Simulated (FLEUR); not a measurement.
Input and output of a self-consistent single point for Ta2Si (I4/mcm, 6 atoms in the cell) (FLEUR).

Method: LDA (Perdew-Zunger), all-electron FLAPW (FLEUR), scalar-relativistic valence in FLEUR.

```
CELL_PARAMETERS angstrom
     -3.08777     3.08777     2.52364
      3.08777    -3.08777     2.52364
      3.08777     3.08777    -2.52364
ATOMIC_POSITIONS crystal
  Ta 0.66359 0.83641 0.50000
  Ta 0.33641 0.16359 0.50000
  Ta 0.83641 0.33641 0.17282
  Ta 0.16359 0.66359 0.82718
  Si 0.25000 0.25000 0.00000
  Si 0.75000 0.75000 0.00000
```

Reference input (self-consistent single point, DFT, LDA (Perdew-Zunger), all-electron FLAPW (FLEUR), scalar-relativistic valence): Kmax = 4.3 1/bohr; GmaxXC = 17.2 1/bohr; xcFunctional = pz; jspins = 1; l_soc = F; mode = gauss; fermiSmearingEnergy = 0.00367493 Htr; mesh (inpgen div1-3) = 7 7 7; inpgen gamma flag = false; Gmax = 17.2 1/bohr; numbands = 0; maxIterBroyd = 40. This run's input differs from it in these lines:

```diff
@@ -19,3 +19,3 @@
 &exco xctyp='pz' /
-&kpt div1=7 div2=7 div3=7 /
+&kpt div1=4 div2=4 div3=4 gamma=t /
 &end /
```

Output (repeated stretches shortened):

```
 Iteration:     1   Distance:      12.94738900 me/bohr^3
 Iteration:     2   Distance:      11.69802399 me/bohr^3
 Iteration:     3   Distance:       6.11177663 me/bohr^3
 Iteration:     4   Distance:       1.74538621 me/bohr^3
 Iteration:     5   Distance:       1.24146197 me/bohr^3
   [... 7 lines left out ...]
 Iteration:    13   Distance:       0.00083558 me/bohr^3
 Iteration:    14   Distance:       0.00010162 me/bohr^3
 Iteration:    15   Distance:       0.00010672 me/bohr^3
 Iteration:    16   Distance:       0.00000521 me/bohr^3
 Reset of history
 Run finished successfully
 Stop message:
   Structural relaxation: new displacements generated

[file out, last iteration]
             iter=     17
[...]
          total density-effective poten   -1.0916722500E+05
          total charge density-energy d   -1.2732955110E+03
 Updated energy parameters for spin:           1
[...]
 fermi energy and band-weighting factors:
   [... 8 lines left out ...]

[...]
FERMIE:
          first approx. to ef    (T=0)  :   0.539001 htr   (energy of the highest occ. eigenvalue)
          number of occ. states  (T=0)  :        752
          first approx. to seigv (T=0)  : -31.728405 htr
          sum of weights of occ. states :  58.015625
          sum of semicore charge        :   0.000000 e
          fermi energy=   0.53833 har   work function= -14.64881 ev
   [... lines left out ...]
          total moment                 =     0.00000
 Direct bandgap for spin            1 :    2.9284867928330849E-003  Htr
 ---->    free energy=                    -63045.8587324579 htr
   [... lines left out ...]
      extrapolation for T->0
 ---->    total electron energy=          -63045.8587324579 htr
 ***** TOTAL FORCES ON ATOMS *****
 TOTAL FORCE FOR ATOM TYPE=  1  X=  3.926   Y=  1.909   Z= -4.769
                       FX_TOT=-0.000189 FY_TOT= 0.000189 FZ_TOT= 0.000000
 TOTAL FORCE FOR ATOM TYPE=  2  X=  0.000   Y=  0.000   Z=  2.384
                       FX_TOT= 0.000000 FY_TOT= 0.000000 FZ_TOT= 0.000000
```

The run converged in 16 iterations. FLEUR gives forces in its relaxation mode, with a further iteration, so its stop message speaks of a relaxation. Against the reference run the total energy hardly moves (within 1 meV/atom) and the largest force goes from 0.064 to 0.014 eV/Å.

The starting cell comes from a database of computed structures (which also holds hypothetical and non-ambient phases and stackings), without a prior relaxation at this level. Spin-orbit coupling is off. Spin polarisation is off. Values depend on the basis (sphere radii, cutoffs, local orbitals), which need not be converged. The log's line on a gap gives a spacing of levels on this mesh, which the program prints for metals too.

Cost on one core of a shared machine: roughly 2 min.
